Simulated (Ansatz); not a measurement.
Consider GaN in the zinc blende structure (space group F-43m, No. 216; a = 4.498 Å). Axes: x, y, z lie along the cube axes.

The values are results of PBEsol (Ansatz, an electronic-structure program, PAW, no spin-orbit coupling), not measurements.

Perturbation: the cell is scaled by 0.9850 in all directions; the atoms relax in the strained cell.

**Question.** Predict the stress tensor and what it implies for the stiffness.

**Answer.** Stress of the strained cell less that of the base (GPa, compression positive):
```
   9.43    0.00    0.00
   0.00    9.43    0.00
   0.00    0.00    9.43
```

Then B = −ΔP/(ΔV/V₀) with ΔV/V₀ = -0.0443 gives secant stiffness values (nonlinear terms included at this strain): B ≈ 213 GPa.

As a check, the harmonic strain energy −½ V₀ Δσ:ε is 15 meV/atom; the computed energy rise is 14 meV/atom.

Whether these cells are dynamically stable was not tested. This is not the structure that GaN has at room temperature and ambient pressure.
